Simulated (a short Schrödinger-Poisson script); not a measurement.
Stack: symmetric double-gate stack, SiO2 on p-type Ge(100), at 400 K.

```tsv
layer	material	thickness (nm)	Na (cm⁻³)
1	SiO2	3.8	-
2	Ge	10	6e17
3	SiO2	3.8	-
```

Constants are typed, rounded textbook-type inputs, not results; the design itself was drawn at random and stands for no fabricated device. SiO2: permittivity 3.9, conduction-band edge (eV) 3.1, gap (eV) 9, electron mass (mₑ) 0.5. Ge: permittivity 16, conduction-band edge (eV) 0, gap (eV) 0.664, Nv at 300 K (cm⁻³) 6e18.

Channel valleys (confinement mass, in-plane density-of-states mass, number): L4 0.12, 0.295, 4. At the gates, both at one voltage, the conduction-band edge of layer 1 lies 3.39 eV − eVg above the Fermi level of the channel. Gaps are held at their typed values at every temperature. Mesh 0.03 nm at interfaces.

From a short Schrödinger-Poisson script (our own, NumPy): 1D Poisson equation in equilibrium, electrons quantum, Hartree (BenDaniel-Duke, 12 states a valley, the channel's in-plane mass for all, wave functions free to enter the dielectric), parabolic valleys, classical holes, full ionisation, no traps, pinning or gate leakage.

The same stack at other levels of the model or other numerical settings:

```
run                                          sheet density of all electrons at Vg = 2.55 V (cm⁻²)  sheet density of all electrons at Vg = 0.75 V (cm⁻²)  capacitance of both gates at Vg = 2.55 V (μF/cm²)  rough cost against the base
-------------------------------------------  ----------------------------------------------------  ----------------------------------------------------  -------------------------------------------------  ---------------------------
base                                                                                      2.20e13                                               4.20e12                                               1.65                      about 1
electrons treated as classical, Boltzmann                                                       …                                               4.69e12                                                  …                         0.04
electrons treated as classical, Fermi-Dirac                                                     …                                               4.64e12                                               1.70                          0.1
mesh six times as coarse                                                                  2.20e13                                               4.18e12                                               1.64                          0.3
```

Task: Some entries are withheld; supply them.

Result: 
- electrons treated as classical, Boltzmann, sheet density of all electrons at Vg = 2.55 V (cm⁻²): 2.39e13
- electrons treated as classical, Fermi-Dirac, sheet density of all electrons at Vg = 2.55 V (cm⁻²): 2.33e13
- electrons treated as classical, Boltzmann, capacitance of both gates at Vg = 2.55 V (μF/cm²): 1.76

The classical rows ignore confinement, and Boltzmann statistics overrate the density once the band edge passes the Fermi level.

Only the L valleys are kept; under strong confinement the Δ valleys of Ge fill too.
